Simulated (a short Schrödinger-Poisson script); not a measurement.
Gated In0.52Al0.48As/In0.53Ga0.47As δ-doped gas in a quantum well

Stack: gated In0.52Al0.48As/In0.53Ga0.47As δ-doped gas in a quantum well, at 20 K.

```
layer        material  thickness (nm)  Na (cm⁻³)
-----  --------------  --------------  ---------
1      In0.52Al0.48As              15          -
2      In0.52Al0.48As              20          -
3      In0.53Ga0.47As               6          -
4      In0.52Al0.48As            4000       4e15
```

The device is made up for the run: typed textbook-type constants, with dimensions and the other settings drawn at random. In0.52Al0.48As: permittivity 12.5, conduction-band edge (eV) 0.52, gap (eV) 1.45, electron mass (mₑ) 0.075, Nv at 300 K (cm⁻³) 1.1e19. In0.53Ga0.47As: permittivity 13.9, conduction-band edge (eV) 0, gap (eV) 0.74, Nv at 300 K (cm⁻³) 7.7e18.

Channel valleys (confinement mass, in-plane density-of-states mass, number): Γ 0.041, 0.041, 1. At the gate the conduction-band edge of layer 1 lies 0.65 eV − eVg above the Fermi level of the channel; the field vanishes at the back. Sheet of ionised δ-doping: +2.5e12 e/cm² at 15 nm from the gate. The barrier under the gate holds no holes. Gaps are held at their typed values at every temperature. Mesh 0.08 nm at interfaces.

Solved with a short Schrödinger-Poisson script written for these runs: 1D Poisson equation in equilibrium, electrons quantum, Hartree plus LDA exchange-correlation (BenDaniel-Duke, 40 states a valley, the channel's in-plane mass for all, wave functions free to enter the barrier), parabolic valleys, classical holes, full ionisation, no traps, pinning or gate leakage.

| Vg (V) | electrons (cm⁻²) | in the channel layer | C (μF/cm²) | Γ E0 (meV) | Γ E1 (meV) |
|---|---|---|---|---|---|
| 0.4 | 1.01e12 | 9.41e11 | 0.275 | -59.0 | 34.6 |
| 0.35 | 9.25e11 | 8.62e11 | 0.275 | -54.0 | 65.9 |
| 0.3 | 8.39e11 | 7.82e11 | 0.275 | -49.0 | 96.8 |
| 0.25 | 7.54e11 | 7.03e11 | 0.275 | -44.0 | 127.5 |
| 0.2 | 6.69e11 | 6.24e11 | 0.275 | -39.0 | 157.8 |
| 0.15 | 5.83e11 | 5.44e11 | 0.275 | -34.0 | 187.8 |
| 0.1 | 4.98e11 | 4.64e11 | 0.275 | -29.1 | 217.4 |
| 0.05 | 4.12e11 | 3.85e11 | 0.276 | -24.1 | 246.6 |
| 0 | 3.26e11 | 3.05e11 | 0.276 | -19.1 | 275.3 |
| -0.05 | 2.40e11 | 2.25e11 | 0.277 | -14.0 | 282.7 |
| -0.1 | 1.54e11 | 1.44e11 | 0.279 | -9.0 | 288.1 |
| -0.15 | 6.70e10 | 6.26e10 | 0.281 | -3.7 | 293.5 |
| -0.2 | 4.03e6 | 3.76e6 | 0.0181 | 15.3 | 311.9 |

Gate voltages with under 1e6 electrons/cm² are left out.

Subbands count from the Fermi level.
